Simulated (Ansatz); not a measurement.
Base system: Mg in the hcp (Mg type) structure (space group P6_3/mmc, No. 194; a = 3.1745 Å, c = 5.1850 Å).

Calculations: Ansatz (a quantum-chemistry and plane-wave program) r2SCAN, no spin-orbit coupling, earlier PAW set.

Base values:

* **Lattice parameter a**: 3.175 Å
* **Band gap**: zero

The change: full substitution Mg → Na, then cell and atoms are relaxed.

Task: What happens to the lattice parameter a and band gap?

Result: The lattice parameter a grows by 0.590 Å, from 3.175 Å to 3.765 Å; the band gap is still zero.

No phonon test of stability was made. This is not the structure that Na has at room temperature and ambient pressure.
